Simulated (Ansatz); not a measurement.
Ansatz (a program for electronic structure), DFT, HSE06, plane waves, its default PAW files: cubic fluorite HfO2, atoms displaced (Hf32O64), 96 atoms. Basis and mesh were picked for this test and aren't claimed converged.

Ansatz 0.2 input:
```yaml
crystal:
  lattice:
    - [10.16, 0.0, 0.0]
    - [0.0, 10.16, 0.0]
    - [0.0, 0.0, 10.16]
  atoms:
    - { symbol: Hf, position: [0.00054, 0.00034, 0.000793] }
    - { symbol: Hf, position: [0.995958, 0.250565, 0.25212] }
    - { symbol: Hf, position: [0.246399, 0.99972, 0.246389] }
    - { symbol: Hf, position: [0.250601, 0.250755, 0.996555] }
    - { symbol: Hf, position: [0.992997, 0.004302, 0.500551] }
    - { symbol: Hf, position: [0.001663, 0.250361, 0.748087] }
    - { symbol: Hf, position: [0.250814, 0.002482, 0.752676] }
... (86 lines of coordinates left out) ...
    - { symbol: O, position: [0.622547, 0.873531, 0.621973] }
    - { symbol: O, position: [0.87242, 0.875345, 0.626196] }
    - { symbol: O, position: [0.631662, 0.62767, 0.874249] }
kpoints:
  mp_grid: { grid: [1, 1, 1] }
hamiltonian:
  xc: hse06
  pseudopotentials: { kind: paw }
scf:
  occupations: { method: fixed }
output:
  forces: true
```

The program reports k-points after symmetry: 1, bands at the start: 730, electrons: 1216, plane waves at Γ: 20377, cutoff (eV): 420, FFT grid: 72×72×72, symmetry operations: 1.

Machine: one whole node with four NVIDIA GB200 cards and two Grace (Neoverse V2) sockets of 72 cores, of which 136 in all may be used; each card has its host threads on the socket beside it.

Times are medians of repeated runs, from launch to exit, start-up of the cards included. No other job ran on the node; its own services took about 4 cores, and under one core (or 1.5 %) of those that a run was pinned to. Processes are pinned to neighbouring cores unless said otherwise. Build: release build for Arm (Neoverse V2), with CUDA, one process with threads. Other compilers and libraries give other times. Scratch files lie in a memory file system.

Started as
```bash
OMP_NUM_THREADS=32 ANSATZ_TIMINGS=1 ansatz run --backend cuda --devices 1 --threads 32 --max-ram 600GiB --events-out run.ndjson --runs-dir run.runs --progress --plain run.yaml
```
(1 card, 32 host threads, scf.exx.build = auto (default)) it takes 6.9 s and 21 SCF iterations (all cycles of the run, searches included).

Q: Estimate the wall time with scf.exx.build = pair_densities.

A: About 11 s (3 runs within 1 %): 1.6× as long. The largest move is in building exact exchange (ace_build): 1.1 s to 5.2 s. The exchange builds carry the change: 4 full builds at 0.27 s each (the build that auto chose) against 4 at 1.3 s (pair densities). Applications of H to a band go from 60127 to 60126. Change in the result: energy under 0.001 meV/atom, forces (largest component) 0.0051 meV/Å.
